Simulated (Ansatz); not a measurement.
Response to strain in Ba

Base system: Ba in the fcc (Cu type) structure (space group Fm-3m, No. 225; a = 6.165 Å; a cell from a computed database, its experimental status unchecked; relaxed with 0.1 eV smearing). Axes: x, y, z lie along the cube axes.

Strains are applied to the cell and any free atomic positions relax; under biaxial strain the out-of-plane vector relaxes too.

Level of theory: PBEsol (Ansatz, an electronic-structure program; PAW; 420 eV plane waves; no spin-orbit coupling).

Notes on the quantities. energy relative to the base: free energy F; pressure: mean of the normal stresses, compression positive.

```json
[
 {"change": "base", "energy relative to the base": "0 meV/atom", "space group": "Fm-3m (No. 225)", "pressure": "0.0 GPa", "volume per atom": "58.59 Å³"},
 {"change": "biaxial strain −2.70 %, plane normal [111], relaxed out of plane", "energy relative to the base": "+6.5 meV/atom", "space group": "R-3m (No. 166)", "pressure": "0.5 GPa", "volume per atom": "55.63 Å³"},
 {"change": "isotropic strain −3.67 %", "energy relative to the base": "+19 meV/atom", "space group": "Fm-3m (No. 225)", "pressure": "1.1 GPa", "volume per atom": "52.37 Å³"},
 {"change": "isotropic strain +2.74 %", "energy relative to the base": "+9.9 meV/atom", "space group": "Fm-3m (No. 225)", "pressure": "-0.6 GPa", "volume per atom": "63.54 Å³"},
 {"change": "uniaxial strain ε_zz = −3.29 %", "energy relative to the base": "+2.0 meV/atom", "space group": "I4/mmm (No. 139)", "pressure": "0.3 GPa", "volume per atom": "56.66 Å³"},
 {"change": "uniaxial strain ε_zz = −2.70 %", "energy relative to the base": "+1.3 meV/atom", "space group": "I4/mmm (No. 139)", "pressure": "0.2 GPa", "volume per atom": "57.01 Å³"},
 {"change": "tensor shear ε_xz = −0.40 %", "energy relative to the base": "+0.1 meV/atom", "space group": "Immm (No. 71)", "pressure": "0.0 GPa", "volume per atom": "58.59 Å³"}
]
```

No phonon test of stability was made. This is not the structure that Ba has at room temperature and ambient pressure.
